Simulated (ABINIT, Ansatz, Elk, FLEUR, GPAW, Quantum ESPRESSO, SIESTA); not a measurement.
# HfZn2 (Fd-3m, 6 atoms in the cell) computed with different codes at matched settings

Self-consistent single point, at a second geometry (lattice scaled by 0.98). First geometry:

```
HfZn2
1.0
    0.00000     3.55564     3.55564
    3.55564     0.00000     3.55564
    3.55564     3.55564     0.00000
Hf Zn
2 4
Cartesian
  5.33346   5.33346   5.33346
  3.55564   3.55564   3.55564
  2.66673   2.66673   0.88891
  2.66673   0.88891   2.66673
  0.88891   0.88891   0.88891
  0.88891   2.66673   2.66673
```
Moments meant for the start (each program seeds them in its own way; μB, in the order of the atoms Hf Hf Zn Zn Zn Zn): 1.0 1.0 0.0 0.0 0.0 0.0.

Shared settings, as Ansatz (an electronic-structure program) writes them: kpoints.mp_grid.grid = 5 5 5; scf.occupations.method = fermi_dirac; scf.occupations.width = 0.1 eV. Potentials and cutoffs stand in the table.

```json
[
 {"code": "FLEUR", "model": "LDA (Vosko-Wilk-Nusair), all-electron FLAPW (FLEUR), scalar-relativistic valence", "ΔF from the first geometry (meV/atom)": "35.4", "pressure (GPa)": "–", "cutoff": "Kmax 3.8 1/bohr"},
 {"code": "Ansatz", "model": "LDA (PW92), PAW files made with PBE", "ΔF from the first geometry (meV/atom)": "36.7", "pressure (GPa)": "11.88", "cutoff": "default"},
 {"code": "Quantum ESPRESSO", "model": "LDA (PZ), PSlibrary PAW (LDA) pseudopotentials", "ΔF from the first geometry (meV/atom)": "33.0", "pressure (GPa)": "9.84", "cutoff": "55 Ry"},
 {"code": "SIESTA", "model": "LDA PW92, numerical atomic orbitals DZP, PseudoDojo LDA standard norm-conserving potentials (rewritten from UPF to PSML)", "ΔF from the first geometry (meV/atom)": "30.7", "pressure (GPa)": "11.32", "cutoff": "grid 350 Ry"},
 {"code": "ABINIT", "model": "LDA (PW92), PAW (JTH v2.0 LDA PAW)", "ΔF from the first geometry (meV/atom)": "35.8", "pressure (GPa)": "11.65", "cutoff": "60 Ry"},
 {"code": "GPAW", "model": "LDA (Perdew-Wang 92), GPAW PAW datasets LDA (gpaw-data 1.0.1)", "ΔF from the first geometry (meV/atom)": "35.8", "pressure (GPa)": "11.76", "cutoff": "850 eV"},
 {"code": "Elk", "model": "LDA (PW92), all-electron FP-LAPW, Elk's shipped species files, LAPW+lo basis", "ΔF from the first geometry (meV/atom)": "30.7", "pressure (GPa)": "–", "cutoff": "rgkmax 8"}
]
```

For Quantum ESPRESSO (by 1.3 GPa) the energy change implies a higher mean pressure, against the two pressures, than for the other programs: a sign of finite-basis (Pulay) stress.

A dash marks a value that a program does not give, or that is left out as unsure.

On Ansatz's run: spin-orbit coupling is off. The starting moments vanished: the run ended non-magnetic. The program warned that a starting moment was not kept.

The spread over the programs that give each value: ΔF from the first geometry within 6.0 meV/atom; pressure within 2.04 GPa.

SIESTA uses small atom-centred bases, whose incompleteness enters pressures, forces and empty levels differently from a plane-wave cutoff. FLEUR and Elk treat all electrons, but the usual bases taken here (sphere radii, linearisation, local orbitals, empty states) were not tested for convergence, so the values are no reference for the others. Ansatz's pressure is given at a fixed set of plane waves, as the other plane-wave codes print theirs; with its correction for the finite basis it is 11.93 GPa. The same LDA comes in different parametrisations, which differ slightly. In the pressure, Quantum ESPRESSO (by 1.86) lies more than 1 GPa from the median of the plane-wave programs.

The starting cell comes from a database of computed structures (which also holds hypothetical and non-ambient phases and stackings), without a prior relaxation at this level. Its lattice was rescaled by a random factor within 2.5 % of one. For this run, on top of that: lattice scaled by 0.98.

Keys are those of Ansatz 0.2.
